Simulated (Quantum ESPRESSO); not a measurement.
Worked example: self-consistent single point of LiH (Fm-3m, 2 atoms in the cell) in Quantum ESPRESSO.

Computed with PBE, PseudoDojo stringent norm-conserving (PBE) pseudopotentials (plane waves; Quantum ESPRESSO 7.5).

```yaml
crystal:
  lattice:
    - [0.00000, 2.05120, 2.05120]
    - [2.05120, 0.00000, 2.05120]
    - [2.05120, 2.05120, 0.00000]
  atoms:
    - { symbol: Li, position: [0.00000, 0.00000, 0.00000] }
    - { symbol: H, position: [0.50000, 0.50000, 0.50000] }
```

Reference input (self-consistent single point, DFT, PBE, plane waves, SSSP 1.1.2 efficiency (PBE) pseudopotentials): ecutwfc = 55 Ry; ecutrho = 440 Ry; occupations = fixed; potentials = {Li: li_pbe_v1.4.uspp.F.UPF, H: H.pbe-rrkjus_psl.1.0.0.UPF}; K_POINTS = automatic 9 9 9 0 0 0; nbnd = 6; conv_thr = 1e-09 Ry; mixing_beta = 0.3. This run's input differs from it in these lines:

```diff
@@ -12,4 +12,3 @@
  ntyp = 2
- ecutwfc = 55
- ecutrho = 440
+ ecutwfc = 100
  occupations = 'fixed'
@@ -22,4 +21,4 @@
 ATOMIC_SPECIES
-Li     6.9400  li_pbe_v1.4.uspp.F.UPF
-H      1.0080  H.pbe-rrkjus_psl.1.0.0.UPF
+Li     6.9400  Li.upf
+H      1.0080  H.upf
 ATOMIC_POSITIONS angstrom
```

Output (repeated stretches shortened):

```
     Self-consistent Calculation

     iteration #  1     ecut=   100.00 Ry     beta= 0.30

---- Real-time Memory Report at c_bands before calling an iterative solver
            55 MiB given to the printing process from OS
            19 MiB allocation reported by mallinfo(arena+hblkhd)
------------------

     total energy              =     -15.84692470 Ry
     estimated scf accuracy    <       0.05122108 Ry

     iteration #  2     ecut=   100.00 Ry     beta= 0.30

---- Real-time Memory Report at c_bands before calling an iterative solver
            62 MiB given to the printing process from OS
   [... lines left out ...]

---- Real-time Memory Report at c_bands before calling an iterative solver
            63 MiB given to the printing process from OS
            26 MiB allocation reported by mallinfo(arena+hblkhd)
------------------

     total energy              =     -15.84225114 Ry
     estimated scf accuracy    <       0.00000016 Ry

     iteration #  7     ecut=   100.00 Ry     beta= 0.30

---- Real-time Memory Report at c_bands before calling an iterative solver
            64 MiB given to the printing process from OS
            26 MiB allocation reported by mallinfo(arena+hblkhd)
------------------
     End of self-consistent calculation

     highest occupied, lowest unoccupied level (ev):     0.2072    3.5173

!    total energy              =     -15.84225116 Ry
     estimated scf accuracy    <          9.8E-10 Ry

     convergence has been achieved in   7 iterations

     Forces acting on atoms (cartesian axes, Ry/au):

     atom    1 type  1   force =    -0.00000000    0.00000000    0.00000000
     atom    2 type  2   force =     0.00000000    0.00000000    0.00000000

     Total force =     0.000000     Total SCF correction =     0.000000

          total   stress  (Ry/bohr**3)                   (kbar)     P=      -22.95
  -0.00015600  -0.00000000  -0.00000000          -22.95       -0.00       -0.00
  -0.00000000  -0.00015600  -0.00000000           -0.00      -22.95       -0.00
  -0.00000000  -0.00000000  -0.00015600           -0.00       -0.00      -22.95

   JOB DONE.
```

The run converged in 7 iterations. Against the reference run the pressure stays at -2.29 GPa and the gap on the mesh moves little (3.307 to 3.310 eV).

The starting cell comes from a database of computed structures (which also holds hypothetical and non-ambient phases and stackings), without a prior relaxation at this level. Its lattice was rescaled by a random factor within 2.5 % of one.
